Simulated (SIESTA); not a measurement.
Worked example: self-consistent single point of KHF2 (P1, 8 atoms in the cell) in SIESTA.

Computed with LDA PW92, numerical atomic orbitals DZP, PseudoDojo LDA standard norm-conserving potentials (rewritten from UPF to PSML) run with SIESTA 5.4.2.

The change in words: atoms moved at random. Reference geometry:
```
KHF2
1.0
   -2.79946     2.79946     3.35283
    2.79946    -2.79946     3.35283
    2.79946     2.79946    -3.35283
K H F
2 2 4
Cartesian
  0.00000   0.00000   5.02925
  0.00000   0.00000   1.67642
  0.00000   2.79946   0.00000
  2.79946   0.00000   0.00000
  1.99288  -0.80658   3.35283
  0.80658   3.60603   0.00000
  0.80658   1.99288   3.35284
  1.99288   0.80658   0.00000
```

Reference input (self-consistent single point, DFT, LDA PW92, numerical atomic orbitals DZP, PseudoDojo LDA standard norm-conserving potentials (rewritten from UPF to PSML)): XC.functional = LDA; XC.authors = PW92; potentials = PseudoDojo LDA standard; PAO.BasisSize = DZP; PAO.EnergyShift = 0.01 Ry; MeshCutoff = 400 Ry; kgrid.MonkhorstPack = 7 7 7; OccupationFunction = FD; ElectronicTemperature = 0.05 eV; MaxSCFIterations = 150; SCF.Mixer.Method = Broyden; SCF.Mixer.Weight = 0.1. This run's input differs from it in these lines:

```diff
@@ -19,10 +19,10 @@
 %block AtomicCoordinatesAndAtomicSpecies
-     0.000000000    0.000000000    5.029252500  1
-     0.000000000    0.000000000    1.676417500  1
-     0.000000000    2.799455000    0.000000000  2
-     2.799455000    0.000000000    0.000000000  2
-     1.992876025   -0.806578975    3.352835000  3
-     0.806578975    3.606033975   -0.000000000  3
-     0.806578975    1.992876025    3.352835000  3
-     1.992876025    0.806578975   -0.000000000  3
+     0.024296470    0.080067212    4.987130834  1
+     0.004711483   -0.027986152    1.680269907  1
+     0.006307172    2.759593560    0.053910234  2
+     2.738032158    0.005405748    0.010182560  2
+     1.996033811   -0.772246458    3.328942698  3
+     0.775728981    3.606957795    0.032012869  3
+     0.858805607    1.945559637    3.320956245  3
+     1.994443720    0.801019257   -0.002065346  3
 %endblock AtomicCoordinatesAndAtomicSpecies
```

Output (repeated stretches shortened):

```
        iscf     Eharris(eV)        E_KS(eV)     FreeEng(eV)     dDmax    Ef(eV) dHmax(eV)
   scf:    1    -4341.852523    -4338.792816    -4338.792816  0.796525 -4.400375  4.263079
   scf:    2    -4339.542918    -4339.182008    -4339.182008  0.032687 -4.676891  3.211892
   scf:    3    -4339.989562    -4339.762357    -4339.762357  0.134477 -5.750379  0.740536
   scf:    4    -4339.806066    -4339.788406    -4339.788406  0.027676 -5.992170  0.423683
   scf:    5    -4339.792540    -4339.792132    -4339.792132  0.030255 -6.291783  0.455152
   [... 3 lines left out ...]
   scf:    9    -4339.796047    -4339.796046    -4339.796046  0.000392 -6.289548  0.001789
   scf:   10    -4339.796046    -4339.796046    -4339.796046  0.000035 -6.289287  0.001199
   scf:   11    -4339.796046    -4339.796046    -4339.796046  0.000033 -6.289143  0.001026
   scf:   12    -4339.796046    -4339.796046    -4339.796046  0.000020 -6.288937  0.000761
SCF Convergence by DM+H criterion
max |DM_out - DM_in|         :     0.0000203743
max |H_out - H_in|      (eV) :     0.0007607453
SCF cycle converged after 12 iterations

Using DM_out to compute the final energy and forces

siesta: E_KS(eV) =            -4339.7960

siesta: E_KS - E_eggbox =     -4339.7960

siesta: Atomic forces (eV/Ang):
     1   -0.065503   -0.116430    0.126260
     2   -0.055034    0.070867   -0.073394
     3    0.130339    0.534499   -0.203150
     4    0.790493   -0.527933   -0.146887
     5   -0.672874   -0.962628    0.105007
     6    0.656900    0.359825    0.061642
     7   -0.649973    0.571828    0.071106
     8   -0.160765    0.066234    0.059243
   Tot   -0.026417   -0.003737   -0.000172
   Max    0.962628
   Res    0.411290    sqrt( Sum f_i^2 / 3N )
   Max    0.962628    constrained

   [... lines left out ...]
siesta: FreeEng =     -4339.796046
siesta: Cell volume =        105.103978 Ang**3
siesta:         -36.95150331        -68.61837456  kBar
   [... lines left out ...]

mulliken: Qtot =       48.000

Mulliken Atomic Populations:
Atom #   charge [q] valence [e]  Species
     1     0.468352    8.531648  K
     2     0.466313    8.533687  K
     3    -0.084704    1.084704  H
     4    -0.026746    1.026746  H
     5    -0.175048    7.175048  F
     6    -0.210972    7.210972  F
     7    -0.278990    7.278990  F
     8    -0.158203    7.158203  F
 Total    -0.000000
```

The run converged in 12 iterations. Against the reference run the free energy goes up by 14.4 meV/atom, the pressure goes from -3.84 to -3.70 GPa, the largest force goes from 0.249 to 1.179 eV/Å and the gap on the mesh goes from 6.564 to 6.342 eV.

The starting cell comes from a database of computed structures (which also holds hypothetical and non-ambient phases and stackings), without a prior relaxation at this level. For this run, on top of that: atoms moved at random. Values carry the incompleteness of an atom-centred basis. The basis of the alkali or alkaline-earth atoms may lack their empty d shell, which can raise the gap. With a pressure of about -4 GPa the cell is away from its equilibrium volume at this level. Forces in this geometry exceed 1 eV/Å.

Cost on one core of a shared machine: roughly 50 s.
